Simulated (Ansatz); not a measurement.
Base system: PbSe in the rock salt structure (space group Fm-3m, No. 225; a = 6.041 Å). Axes: x, y, z lie along the cube axes.

Method: LDA (Ansatz, a program for electronic structure; PAW; 420 eV plane waves; scalar-relativistic without spin-orbit coupling).

Strains are applied to the cell and any free atomic positions relax.

One change was made to it. Results:

```csv
quantity,base,after
"pressure (mean of the normal stresses, compression positive)",0.0 GPa,1.3 GPa
energy relative to the base (free energy F),0 meV/atom,+5.6 meV/atom
```

**Question.** Which change produced these results?
A) uniaxial strain ε_zz = +0.50 %
B) uniaxial strain ε_zz = −1.00 %
C) uniaxial strain ε_zz = −2.00 %
D) uniaxial strain ε_zz = +2.00 %
E) uniaxial strain ε_zz = +3.00 %

**Answer.** C, uniaxial strain ε_zz = −2.00 %. For comparison, the pressure in the other runs: uniaxial strain ε_zz = −1.00 % gives 0.6 GPa; uniaxial strain ε_zz = +2.00 % gives -1.0 GPa; uniaxial strain ε_zz = +0.50 % gives -0.3 GPa; uniaxial strain ε_zz = +3.00 % gives -1.5 GPa.

Whether these cells are dynamically stable was not tested. The final runs are not spin-polarised.
